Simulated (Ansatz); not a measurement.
System: NbON (C2/m, No. 12, 12 atoms in the cell; start mp-754752; a measured phase of this formula has another space group). Method: LDA (plane waves, PAW; Ansatz, a first-principles code).

Numerical settings: plane-wave cutoff 520 eV, 10×10×6 k mesh (along the axes of the cell as run), Fermi–Dirac smearing 0.01 eV, no spin polarisation, scalar-relativistic PAW data made under PBE.

Cell (relaxed at this level):

```cif
data_N8Nb8O8
_chemical_formula_sum 'Nb8 N8 O8'
_space_group_name_H-M_alt 'C2/m'
_space_group_IT_number 12
_space_group_name_Hall '-C 2y'
_cell_length_a 12.94450
_cell_length_b 3.82345
_cell_length_c 6.68842
_cell_angle_alpha 90.000
_cell_angle_beta 107.829
_cell_angle_gamma 90.000
loop_
_atom_site_label
_atom_site_type_symbol
_atom_site_symmetry_multiplicity
_atom_site_Wyckoff_symbol
_atom_site_fract_x
_atom_site_fract_y
_atom_site_fract_z
_atom_site_occupancy
Nb1 Nb 4 i 0.10361 0.00000 0.21000 1
Nb2 Nb 4 i 0.18811 0.00000 0.80725 1
N1 N 4 i 0.05356 0.00000 0.86228 1
N2 N 4 i 0.25874 0.00000 0.14599 1
O1 O 4 i 0.13517 0.50000 0.20836 1
O2 O 4 i 0.14193 0.00000 0.50684 1
```
(The calculation used a cell of 12 atoms; values per cell refer to that cell.)

Question: Estimate the band gap, smallest direct gap on the k points sampled and direct gap at Γ that the calculation returns.

Answer: 
- band gap = 1.73 eV
- smallest direct gap on the k points sampled = 1.86 eV
- direct gap at Γ = 2.20 eV

Spin–orbit coupling is not included.

The computed numbers hold no vibrational or temperature effects.

The result took very roughly 5 core-minutes.

A start named mp-… is a Materials Project structure, which need not be a measured phase.
